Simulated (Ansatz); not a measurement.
Ga, pressure series

Start from Ga (space group Cmcm, No. 63).

```xyz
4
Lattice="3.8288 -2.2826 0.0000 3.8288 2.2826 0.0000 0.0000 0.0000 4.5465" Properties=species:S:1:pos:R:3 pbc="T T T"
Ga     5.0694    -1.4947     1.1366
Ga     2.5881     1.4947     3.4099
Ga     5.0694     1.4947     3.4099
Ga     2.5881    -1.4947     1.1366
```

Cell and atoms are relaxed at each pressure.

Calculations: Kohn–Sham DFT with the PBEsol functional, run in Ansatz (a first-principles code) with PAW and 420 eV plane waves, scalar-relativistic without spin-orbit coupling.

```tsv
pressure (GPa)	volume per atom (Å³/atom)
-1	20.277
0	19.867
0.3	19.754
0.7	19.608
1.5	19.333
3	18.872
5	?
7.5	17.760
10	17.270
```

### Question
Fit the third-order Birch–Murnaghan form P(V) = (3B₀/2)[(V₀/V)^(7/3) − (V₀/V)^(5/3)]·[1 + (3/4)(B₀′ − 4)((V₀/V)^(2/3) − 1)] (squares taken in P) to the rows shown and predict the withheld row.

### Answer
Least squares on the printed values gives V₀ = 19.868 Å³/atom, B₀ = 51.7 GPa, B₀′ = 4.6; this predicts 18.333 Å³/atom, and the run gives 18.337 Å³/atom, 0.004 higher.

Load acts through the strain it causes; cell and atoms are relaxed under it. Whether these cells are dynamically stable was not tested. No other phases were tried under pressure. This is not the structure that Ga has at room temperature and ambient pressure.
